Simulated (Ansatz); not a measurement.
Take SiC in the zinc blende structure (space group F-43m, No. 216; a = 4.356 Å) as the base. Axes: x, y, z lie along the cube axes.

Level of theory: plane-wave PAW DFT at the r2SCAN level (Ansatz, an electronic-structure program, 500 eV), scalar-relativistic without spin-orbit coupling.

For the base:

```
Quantity              Result
-------------------  -------
Smallest direct gap  5.05 eV
Band gap             1.71 eV
```

It is then changed as follows: a free-standing slab of 2 layers (4 atoms, 2 a layer) is cut normal to [110], with 15 Å of vacuum and the in-plane cell held at bulk.

Problem. Estimate the effect on the smallest direct gap, excess energy per area of both faces, band gap and gap character.

Solution. The smallest direct gap falls by 2.11 eV, from 5.05 eV to 2.94 eV; the excess energy per area of both faces (slab less bulk energy over the cell's area: twice a surface energy) is 4.45 J/m²; the band gap goes up by 0.89 eV (1.71 eV → 2.60 eV); the gap character is indirect, k = (0.182, 3/8, 0) in the run's primitive reciprocal basis → Γ–X (85 % along).

The excess energy carries the mismatch between the slab's and the bulk's meshes. Stability against distortions was not tested. Labels are those of the standard path for the cell's own space group.
